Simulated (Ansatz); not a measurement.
The starting structures come from a database of crystals and need not be the phases stable at ambient conditions.

Inside the gap of an insulator the Bloch states are evanescent, with a wavenumber k + iκ along the transport direction.

Here is the system:

```yaml
crystal:
  lattice:
    - [5.55608, 0.00000, 0.00000]
    - [0.00000, 9.00917, -0.03833]
    - [0.00000, 1.28361, 5.72848]
  atoms:
    - { symbol: Hg, position: [0.75432, 0.82761, 0.06650] }
    - { symbol: Hg, position: [0.25432, 0.17239, 0.93350] }
    - { symbol: I, position: [0.23085, 0.84884, 0.42943] }
    - { symbol: I, position: [0.73085, 0.15116, 0.57057] }
    - { symbol: I, position: [0.26553, 0.43255, 0.26886] }
    - { symbol: I, position: [0.76553, 0.56745, 0.73114] }
    - { symbol: O, position: [0.56390, 0.64786, 0.48551] }
    - { symbol: O, position: [0.06390, 0.35214, 0.51449] }
    - { symbol: O, position: [0.99749, 0.99414, 0.33700] }
    - { symbol: O, position: [0.49749, 0.00586, 0.66300] }
    - { symbol: O, position: [0.07835, 0.70389, 0.29356] }
    - { symbol: O, position: [0.57835, 0.29611, 0.70644] }
    - { symbol: O, position: [0.56642, 0.58525, 0.97393] }
    - { symbol: O, position: [0.06642, 0.41475, 0.02607] }
    - { symbol: O, position: [0.92550, 0.06566, 0.82797] }
    - { symbol: O, position: [0.42550, 0.93434, 0.17203] }
    - { symbol: O, position: [0.93863, 0.74067, 0.75966] }
    - { symbol: O, position: [0.43863, 0.25933, 0.24034] }
```

Space group of this cell: P2_1. The cell was relaxed by PBE-D3(BJ); by r2SCAN its mean pressure is -2.8 GPa.

Transport runs along the normal of the first two printed cell vectors.

The gap is the functional's own, uncorrected, and κ follows it; spin-orbit coupling is left out. Mid-gap values are interpolated between the computed energies.

Question: Predict the band gap and the smallest decay constant κ at mid-gap from r2SCAN (Ansatz, a first-principles code).

Answer: Gap 3.09 eV on a 6×4×6 mesh; κ = 0.451 1/Å, at (0.167, 0.000) of the in-plane reciprocal vectors. At the zone centre, at the nearest computed energy, the slowest state has κ = 0.48 1/Å.
